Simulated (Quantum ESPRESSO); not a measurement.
A self-consistent single point of Be (P6_3/mmc, 4 atoms in the cell) with Quantum ESPRESSO.

Computed with PBEsol, PSlibrary PAW (PBE) pseudopotentials (plane waves; Quantum ESPRESSO).

```yaml
crystal:
  lattice:
    - [2.31973, 0.00000, 0.00000]
    - [-1.15986, 2.00894, 0.00000]
    - [0.00000, 0.00000, 7.46374]
  atoms:
    - { symbol: Be, position: [0.00000, 0.00000, 0.00000] }
    - { symbol: Be, position: [0.00000, 0.00000, 0.50000] }
    - { symbol: Be, position: [0.33333, 0.66667, 0.25000] }
    - { symbol: Be, position: [0.66667, 0.33333, 0.75000] }
```

Reference input (self-consistent single point, DFT, PBE, plane waves, PSlibrary PAW (PBE) pseudopotentials): ecutwfc = 40 Ry; ecutrho = 240 Ry; occupations = smearing; smearing = gaussian; degauss = 0.0099958 Ry; potentials = {Be: Be.pbe-n-kjpaw_psl.1.0.0.UPF}; K_POINTS = automatic 16 16 5 0 0 0; conv_thr = 1e-10 Ry; mixing_beta = 0.7. This run's input differs from it in these lines:

```diff
@@ -19,2 +19,3 @@
   degauss = 0.0099958
+  input_dft = 'pbesol'
 /
```

Log, with long lists cut:

```
     Self-consistent Calculation

     iteration #  1     ecut=    40.00 Ry     beta= 0.70

     Threshold (ethr) on eigenvalues was too large:
     Diagonalizing with lowered threshold

     c_bands:  2 eigenvalues not converged

     total energy              =     -26.54682102 Ry
     estimated scf accuracy    <       0.00226156 Ry

     iteration #  2     ecut=    40.00 Ry     beta= 0.70

     total energy              =     -26.54723446 Ry
     estimated scf accuracy    <       0.00017338 Ry

     iteration #  3     ecut=    40.00 Ry     beta= 0.70
     c_bands:  1 eigenvalues not converged
     c_bands:  1 eigenvalues not converged
     c_bands:  1 eigenvalues not converged

     total energy              =     -26.54728111 Ry
     estimated scf accuracy    <       0.00000057 Ry

   [... 5 blocks of this kind left out ...]

     iteration #  9     ecut=    40.00 Ry     beta= 0.70

     total energy              =     -26.54728988 Ry
     estimated scf accuracy    <          1.5E-10 Ry

     iteration # 10     ecut=    40.00 Ry     beta= 0.70
     End of self-consistent calculation

     the Fermi energy is     7.3253 ev

!    total energy              =     -26.54728988 Ry
     estimated scf accuracy    <          4.4E-11 Ry
     smearing contrib. (-TS)   =      -0.00014362 Ry
     internal energy E=F+TS    =     -26.54714627 Ry

     convergence has been achieved in  10 iterations

     Forces acting on atoms (cartesian axes, Ry/au):

     atom    1 type  1   force =     0.00000000   -0.00000000    0.00000000
   [... zero for the other atoms too ...]

     Total force =     0.000000     Total SCF correction =     0.000000

          total   stress  (Ry/bohr**3)                   (kbar)     P=     -112.05
  -0.00066378   0.00000000   0.00000000          -97.65        0.00        0.00
   0.00000000  -0.00066378   0.00000000            0.00      -97.65        0.00
   0.00000000   0.00000000  -0.00095754            0.00        0.00     -140.86

   JOB DONE.
```

The run converged in 10 iterations. Against the reference run the pressure goes from -10.46 to -11.20 GPa. The full log also holds: “c_bands:  2 eigenvalues not converged”.

The starting cell was generated: these elements placed on a structure prototype, without a prior relaxation; it need not be a known phase or ordering of this composition. Its lattice was rescaled by a random factor within 2.5 % of one. With a pressure of about -11 GPa the cell is away from its equilibrium volume at this level.
